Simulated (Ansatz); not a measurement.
CdS (model structure, started from the BeO type, P4₂/mnm, No. 136, 8 atoms in the cell), treated with HSE06 (Ansatz, a quantum-chemistry and plane-wave program, PAW).

Run with plane-wave cutoff 460 eV, 4×4×6 k mesh (along the axes of the cell as run), Fermi–Dirac smearing 0.01 eV, scalar-relativistic PAW data made under PBE.

Cell (relaxed with PBEsol):

CdS has the tetragonal space group P4₂/mnm (No. 136), Pearson symbol tP8. Lattice parameters: a = b = 7.082 Å, c = 4.144 Å, α = β = γ = 90.00°. Cd on 4g is coordinated by 4 S at 2.494–2.559 Å. S on 4f is surrounded by 4 Cd at 2.494–2.559 Å. (Neighbours: up to the widest gap in distance over summed covalent radii, below 1.35, at either atom; cation-cation and far metal-metal contacts left out.)

Q: Predict the band gap.

A: 
- band gap = 2.34 eV (on the SCF k mesh)

Note: the relaxation could raise the start's symmetry but not lower it, so the cell can be a saddle point; cell and atoms aren't relaxed at this level (pressure 1.8 GPa).

Spin–orbit coupling is not included.

The computed numbers hold no vibrational or temperature effects.

A model structure was made by putting elements into a prototype or built by hand; it is no filed structure, need not be a known phase, and can be a saddle point held by its symmetry.
